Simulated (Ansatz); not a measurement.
# WO₃ (P4/nmm, No. 129; high-temperature phase)

Calculation: LDA in Ansatz (PAW).

Numerical settings: plane-wave cutoff 520 eV, 6×6×8 k mesh (along the axes of the cell as run), Fermi–Dirac smearing 0.01 eV, no spin polarisation, scalar-relativistic PAW data made under PBE.

Cell: relaxed at this level.

For WO₃ (P4/nmm, No. 129; high-temperature phase), the band gap is 0.55 eV (on the SCF k mesh) and the lattice constant a comes out as 5.286 Å. The c axis length comes out as 3.882 Å. The bulk modulus comes out as 194 GPa.

Note: the bulk modulus is −V dP/dV from two relaxed cells at ±2 % in volume; held by symmetry at 0 K, a high-temperature phase can be a saddle point.

Spin–orbit coupling is not included.

Computed values are for the static lattice.

The result took about 2.3 core-minutes (a rough figure).

Ansatz is a quantum-chemistry and plane-wave program.
